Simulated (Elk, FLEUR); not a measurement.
An Elk input for a self-consistent single point of TiIn (P4/mmm, 2 atoms in the cell) (DFT, PBEsol, all-electron FP-LAPW, Elk's shipped species files, APW+lo basis with extra local orbitals):

```
tasks
  0

xctype
  22

tforce
  .true.

rgkmax
  8.0

gmaxvr
  18.0

lmaxapw
  10

lmaxo
  8

nxlo
  2

lorbcnd
  .true.

lradstp
  2

nrmtscf
  2.0

lmaxi
  4

stype
  3

swidth
  0.00367493

avec
    5.4882200899    0.0000000000    0.0000000000
    0.0000000000    5.4882200899    0.0000000000
    0.0000000000    0.0000000000    7.8509011998

atoms
  2   : nspecies
  'Ti.in'   : spfname
  1   : natoms; atposl, bfcmt below
  0.5000000000  0.5000000000  0.5000000000    0.0 0.0 0.0
  'In.in'   : spfname
  1   : natoms; atposl, bfcmt below
  0.0000000000  0.0000000000  0.0000000000    0.0 0.0 0.0

ngridk
  15 15 10
```

Translate this input to FLEUR.

This is the input that was run; spellings and numerical settings could be chosen otherwise.

Input of the input generator:

```
scf TiIn
&input film=f /
5.4882200899 0.0000000000 0.0000000000
0.0000000000 5.4882200899 0.0000000000
0.0000000000 0.0000000000 7.8509011998
1.0
1.0 1.0 1.0

2
22 0.5000000000 0.5000000000 0.5000000000
49 0.0000000000 0.0000000000 0.0000000000

&comp jspins=1 /
&exco xctyp='PBEs' /
&kpt div1=15 div2=15 div3=10 gamma=t /
&end /
```

```xml
<?xml version="1.0" encoding="UTF-8" standalone="no"?>
<fleurInput fleurInputVersion="0.39">
   <comment>
      scf TiIn                                                                                            
   </comment>
   <calculationSetup>
      <cutoffs Kmax="4.5" Gmax="22.5" GmaxXC="22.5" numbands="0"/>
      <scfLoop itmax="80" minDistance="0.00001" maxIterBroyd="15" imix="Anderson" alpha="0.05" precondParam="0.0" spinf="2.0"/>
      <coreElectrons ctail="T" frcor="F" kcrel="0" coretail_lmax="0"/>
      <xcFunctional name="PBEs" relativisticCorrections="F"/>
      <magnetism jspins="1"/>
      <soc l_soc="F" theta="0.0" phi="0.0" spav="F"/>
      <expertModes spex="0" secvar="F"/>
      <geometryOptimization l_f="T" forcealpha="1.0" forcemix="BFGS" epsdisp="0.00001" epsforce="0.00001"/>
      <ldaU l_linMix="F" mixParam="0.05" spinf="1.0"/>
   </calculationSetup>
   <cell>
      <bzIntegration valenceElectrons="33.0" mode="hist" fermiSmearingEnergy="0.00367493">
         <kPointListSelection listName="default-1"/>
         <!-- k-points included here -->
         <xi:include xmlns:xi="http://www.w3.org/2001/XInclude" href="kpts.xml"> </xi:include>
      </bzIntegration>
      <!-- symmetry operations included here -->
      <xi:include xmlns:xi="http://www.w3.org/2001/XInclude" href="sym.xml"> </xi:include>
      <bulkLattice scale="1.0">
         <bravaisMatrix>
            <row-1>    5.4882200899000004     0.0000000000000000     0.0000000000000000</row-1>
            <row-2>    0.0000000000000000     5.4882200899000004     0.0000000000000000</row-2>
            <row-3>    0.0000000000000000     0.0000000000000000     7.8509011998000000</row-3>
         </bravaisMatrix>
      </bulkLattice>
   </cell>
   <atomSpecies>
      <species name="Titanium (Ti)" element="Ti" atomicNumber="22">
         <mtSphere radius="2.59" gridPoints="857" logIncrement="0.014"/>
         <atomicCutoffs lmax="10" lnonsphr="8"/>
         <electronConfig flipSpins="F">
            <coreConfig>(1s1/2) (2s1/2) (2p1/2) (2p3/2)</coreConfig>
            <valenceConfig>(3s1/2) (3p1/2) (3p3/2) (4s1/2) (3d3/2) (3d5/2)</valenceConfig>
            <stateOccupation state="(3d3/2)" spinUp="0.4" spinDown="0.4"/>
            <stateOccupation state="(3d5/2)" spinUp="0.6" spinDown="0.6"/>
         </electronConfig>
         <energyParameters s="4" p="4" d="3" f="4"/>
         <lo type="SCLO" l="0" n="3" eDeriv="0"/>
         <lo type="SCLO" l="1" n="3" eDeriv="0"/>
         <lo type="SCLO" l="1" n="3" eDeriv="1"/>
         <lo type="SCLO" l="2" n="3" eDeriv="2"/>
         <lo type="SCLO" l="3" n="4" eDeriv="2"/>
      </species>
      <species name="Indium (In)" element="In" atomicNumber="49">
         <mtSphere radius="2.59" gridPoints="857" logIncrement="0.015"/>
         <atomicCutoffs lmax="10" lnonsphr="8"/>
         <electronConfig flipSpins="F">
            <coreConfig>(1s1/2) (2s1/2) (2p1/2) (2p3/2) (3s1/2) (3p1/2) (3p3/2) (3d3/2) (3d5/2)</coreConfig>
            <valenceConfig>(4s1/2) (4p1/2) (4p3/2) (5s1/2) (4d3/2) (4d5/2) (5p1/2) (5p3/2)</valenceConfig>
            <stateOccupation state="(5p1/2)" spinUp="0.1666666666667" spinDown="0.1666666666667"/>
            <stateOccupation state="(5p3/2)" spinUp="0.3333333333333" spinDown="0.3333333333333"/>
         </electronConfig>
         <energyParameters s="5" p="5" d="4" f="4"/>
         <lo type="SCLO" l="0" n="4" eDeriv="0"/>
         <lo type="SCLO" l="1" n="4" eDeriv="0"/>
         <lo type="SCLO" l="1" n="4" eDeriv="1"/>
         <lo type="SCLO" l="2" n="4" eDeriv="2"/>
         <lo type="SCLO" l="3" n="4" eDeriv="2"/>
      </species>
   </atomSpecies>
   <atomGroups>
      <atomGroup species="Titanium (Ti)">
         <relPos label="                   1">1.000/2.000 1.000/2.000 1.000/2.000</relPos>
         <force calculate="T" relaxXYZ="TTT"/>
      </atomGroup>
      <atomGroup species="Indium (In)">
         <relPos label="                   2">.0000000000 .0000000000 .0000000000</relPos>
         <force calculate="T" relaxXYZ="TTT"/>
      </atomGroup>
   </atomGroups>
   <output dos="F" band="F" slice="F">
      <checks vchk="F" cdinf="F"/>
      <bandDOS minEnergy="-.5*Htr" maxEnergy="0.5*Htr" sigma="0.015" storeEVData="T"/>
      <vacuumDOS vacdos="F" integ="F" star="F" nstars="0" locx1="0.0" locy1="0.0" locx2="0.0" locy2="0.0" nstm="0" tworkf="0.0"/>
      <unfoldingBand unfoldBand="F" supercellX="1" supercellY="1" supercellZ="1"/>
      <plotting iplot="0" polar="F">
         <plot TwoD="T" vec1="  1.0  0.0  0.0" vec2="  0.0  1.0  0.0" vec3="  0.0  0.0  1.0" zero="  0.0  0.0  0.0" file="plot"/>
      </plotting>
      <chargeDensitySlicing numkpt="0" minEigenval="0.0" maxEigenval="0.0" nnne="0" pallst="F"/>
      <specialOutput eonly="F"/>
      <magneticCircularDichroism mcd="F" energyLo="-10.0" energyUp="0.0"/>
   </output>
  <!-- We include the file relax.xml here to enable relaxations (see documentation) -->
  <xi:include xmlns:xi="http://www.w3.org/2001/XInclude" href="relax.xml"> <xi:fallback/> </xi:include>
</fleurInput>
```

Basis, cutoffs, solver keys and any potentials are the target program's own. This input uses DFT, PBEsol, all-electron FLAPW (FLEUR), scalar-relativistic valence.

The starting cell comes from a database of computed structures (which also holds hypothetical and non-ambient phases and stackings), without a prior relaxation at this level. Its lattice was rescaled by a random factor within 2.5 % of one. For this run, on top of that: lattice scaled by 0.98.
